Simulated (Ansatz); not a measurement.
The reference is GaN in the zinc blende structure (space group F-43m, No. 216; a = 4.498 Å). Axes: x, y, z lie along the cube axes.

Computed with Ansatz (a quantum-chemistry and plane-wave program), r2SCAN, PAW, cutoff 500 eV, spin-orbit coupling left out.

Small strains at fixed cell, atoms relaxed; stresses less that of the base, compression positive, in the order xx, yy, zz, yz, xz, xy:

| strain tensor components (%) | stress (GPa) |
|---|---|
| 0.00, 0.00, -1.02, 0.00, 0.00, 0.00 | 1.62, 1.62, 2.92, 0.00, 0.00, 0.00 |
| 1.25, 0.78, -0.36, -0.16, -0.85, -0.28 | -4.04, -3.42, -1.95, 0.49, 2.70, 0.86 |

Question: Extract the cubic elastic constants and what follows from them, and test mechanical stability.

Answer: With σ_ii = C11 ε_ii + C12 (tr ε − ε_ii) and σ_ij = 2 C44 ε_ij (tension positive), least squares gives C11 ≈ 278 GPa, C12 ≈ 148 GPa and C44 ≈ 157 GPa (good to about 1 GPa or a few per cent; finite strains leave residuals up to 0.1 GPa). Then B = (C11 + 2 C12)/3 ≈ 191 GPa, C′ = (C11 − C12)/2 ≈ 65 GPa and the Zener ratio C44/C′ ≈ 2.4. The Born criteria for a cubic crystal are met. Phonon stability is a separate test, not made here.

No phonon test of stability was made. This is not the structure that GaN has at room temperature and ambient pressure.
